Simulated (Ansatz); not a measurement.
Results of r²SCAN (Ansatz, a quantum-chemistry and plane-wave program, PAW) for SrInHO₂ (model structure, started from the SrVO2H type, P4/mmm, No. 123, 5 atoms in the cell).

Input file:

Ansatz 0.2 input:
```yaml
crystal:
  lattice:
    - [4.281381457, 0.0, 0.0]
    - [0.0, 4.281381457, 0.0]
    - [0.0, 0.0, 3.761347358]
  atoms:
    - { symbol: Sr, position: [0.5, 0.5, 0.5] }
    - { symbol: In, position: [0.0, 0.0, 0.0] }
    - { symbol: O, position: [0.5, 0.0, 0.0] }
    - { symbol: O, position: [0.0, 0.5, 0.0] }
    - { symbol: H, position: [0.0, 0.0, 0.5] }
basis:
  ecutwfc: 560
  ecutrho_ratio: 4
  xc_grid: 3
kpoints:
  mp_grid: { grid: [8, 8, 10] }
hamiltonian:
  xc: r2scan
  dispersion: none
  pseudopotentials: { kind: paw }
scf:
  occupations: { method: fermi_dirac, width: 0.01 }
output:
  forces: true
  stress: true
  eigenvalues: true
relax:
  f_tol: 0.004
  escape_saddle: false
  max_steps: 80
  cell: { stress_tol: 0.02, fix: [volume] }
```

Output (set-up and result lines):

```
Relaxation: its limit of steps is 80 (relax.max_steps)
Crystal: 5 atoms, lattice volume = 68.946 Å³
Basis set: ecut = 560 eV, 2059 PW (Γ), exchange–correlation on 108×108×90 points (27 copies of the dense FFT grid, shifted against one another)
Bands: 23, of which v1, the nominal top of the filled ones, is band 18 counted from 1 (17 counted from 0)
Symmetry: 16 space group operations
Space group: P4/mmm (ITA 123), of the structure as read, at distance tolerance 4.1e-5 Å
k-points: 90 of 640
Functional: x = r2scan, c = r2scan; τ floored in thin density (d = 2e-4 eV/Å³)
SCF iter   1: F=—  HF=-10323.421477 eV  |F-HF|=—  |Δ(HF+E_count)|=         —  Δρ=1.02e-2  dr2=7.88e-2  dr2_τ=1.13e-1
SCF iter   2: F=—  HF=-10323.511617 eV  |F-HF|=—  |Δ(HF+E_count)|=   9.01e-2  Δρ=5.56e-3  dr2=1.09e-2  dr2_τ=2.32e-3
  ...
SCF 1 converged in 7 iterations: F = -10323.510880 eV  dr2 = 6.04e-9
Crystal: 5 atoms, lattice volume = 68.946 Å³
Basis set: ecut = 560 eV, 2075 PW (Γ), exchange–correlation on 108×108×90 points (27 copies of the dense FFT grid, shifted against one another)
Initial density: handed on by an earlier stage of this run
SCF 2 converged in 4 iterations: F = -10323.511329 eV  dr2 = 1.72e-7
Crystal: 5 atoms, lattice volume = 68.946 Å³
SCF iter   5: F=—  HF=-10323.511313 eV  |F-HF|=—  |Δ(HF+E_count)|=  1.44e-10  Δρ=2.49e-7  dr2=3.73e-11  dr2_τ=6.62e-12
SCF iter   6: F=-10323.511313 eV  HF=-10323.511313 eV  |F-HF|=3.64e-12  |Δ(HF+E_count)|=  1.46e-11  Δρ=6.21e-8  dr2=1.63e-12  dr2_τ=2.50e-13
SCF 3 converged in 6 iterations: F = -10323.511313 eV  dr2 = 1.63e-12
SCF converged after 6 iterations
Free energy (F): -10323.511313 eV
Internal energy: -10323.511313 eV  (E = F + TS)
E sigma→0 (E₀):  -10323.511313 eV
Fermi energy:    8.945531 eV
--- Forces (eV/Å), atoms counted from 1 ---
  atom   1  Sr    -0.00000000     0.00000000     0.00000000
  atom   2  In     0.00000000     0.00000000     0.00000000
  atom   3  O     -0.00000000    -0.00000000     0.00000000
  atom   4  O     -0.00000000     0.00000000    -0.00000000
  atom   5  H     -0.00000000     0.00000000     0.00000000
--- Stress (GPa, compression-positive) ---
       -2.104355       0.000000       0.000000
        0.000000      -2.104355       0.000000
        0.000000       0.000000      -2.085519
  P = ⅓ Tr σ = -2.0981 GPa (-20.981 kbar)
```

The cell is one volume of an energy–volume scan, off the minimum.

The PAW data were made under PBE.

Note: the relaxation could raise the start's symmetry but not lower it, so the cell can be a saddle point.

A model structure was made by putting elements into a prototype or built by hand; it is no filed structure, need not be a known phase, and can be a saddle point held by its symmetry.
